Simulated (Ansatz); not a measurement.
System: CsCl-type CuZn. Method: PBEsol in Ansatz (plane waves, PAW).

Total energies, extrapolated to zero smearing (they compare only within this program, potentials and cutoff):

```json
[
 {"system": "CsCl-type CuZn, relaxed", "energy (eV/atom)": "-4934.9439"},
 {"system": "hcp Zn", "energy (eV/atom)": "-3280.9072"},
 {"system": "fcc Cu", "energy (eV/atom)": "-6588.7762"}
]
```

Question: Work out the enthalpy of formation per atom.

Answer: ΔH_f ≈ ΔE = -4934.9439 − [1 × (-3280.9072) + 1 × (-6588.7762)]/2 = -0.102 eV/atom (0 K, no vibrations). The reference value is -0.124 eV/atom (measured, temperature not stated, no zero-point or thermal correction; as tabulated in Nepal et al. (2020), arXiv:2007.11150), a difference of +0.022 eV/atom.

The PAW data were made under PBE.

Ansatz is a program for electronic structure.
